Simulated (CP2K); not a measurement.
Band structure of Na (Im-3m, 1 atom in the cell).

```xyz
1
Lattice="3.6893 0.0000 0.0000 -1.2298 3.4783 0.0000 -1.2298 -1.7391 3.0123" Properties=species:S:1:pos:R:3 pbc="T T T"
Na     0.0000     0.0000     0.0000
```

Method: PBE, GPW, DZVP-MOLOPT-SR-GTH basis, GTH-PBE potentials (GTH_POTENTIALS) (CP2K 2026.2).

Settings: CUTOFF = 950 Ry; REL_CUTOFF = 60 Ry; SMEAR/METHOD = FERMI_DIRAC; ELECTRONIC_TEMPERATURE = 1160.45 K; KPOINTS/SCHEME = MONKHORST-PACK 9 9 9; XC_FUNCTIONAL = PBE; Na/BASIS_SET = DZVP-MOLOPT-SR-GTH-q9; Na/POTENTIAL = GTH-PBE-q9; METHOD = GPW; EPS_DEFAULT = 1e-11; EXTRAPOLATION = USE_GUESS; NGRIDS = 5; SCF_GUESS = ATOMIC; EPS_SCF = 1e-06.

The starting cell has typed, rounded lattice constants, without a prior relaxation at this level. Values carry the incompleteness of an atom-centred basis.

Levels in eV from the Fermi level, bands 1 to 6:
| point | 1 | 2 | 3 | 4 | 5 | 6 |
|---|---|---|---|---|---|---|
| Γ | -53.67 | -25.90 | -25.90 | -25.90 | -3.18 | 14.49 |
| H | -53.66 | -25.91 | -25.91 | -25.91 | 4.91 | 4.91 |
| N | -53.66 | -25.91 | -25.91 | -25.90 | 0.70 | 1.26 |
| P | -53.67 | -25.90 | -25.90 | -25.90 | 2.82 | 2.82 |

Bands cross the Fermi level along this path, so the cell is metallic at this level.

Higher empty bands are left out: an atom-centred basis made for the valence describes them poorly.
